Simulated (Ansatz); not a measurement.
Start from NaCaF3 in the cubic perovskite structure (space group Pm-3m, No. 221; a = 4.372 Å; a hypothetical phase, not in the database extracts checked). Axes: x, y, z lie along the cube axes.

The change: tensile biaxial strain of 0.38 % in the plane normal to [001], as in epitaxy on a mismatched substrate; the out-of-plane cell vector and the atoms relax.

Levels (all Ansatz, a quantum-chemistry and plane-wave program, PAW): PBEsol (420 eV, no SOC); r2SCAN (500 eV, no spin-orbit coupling); HSE06 (420 eV, no spin-orbit coupling).

At the geometry relaxed with PBEsol, these levels gave the following band gaps, in shuffled order: (a) 5.93 eV, (b) 7.10 eV, (c) 5.09 eV.

### Question
Match each gap to its level.

### Answer
(a) r2SCAN; (b) HSE06; (c) PBEsol.

Single points use the geometry relaxed with PBEsol. HSE06 gaps are upper bounds (no full band path). Stability against distortions was not tested. Many cubic perovskites are stable only at high temperature; tilts and polar distortions were not tested.
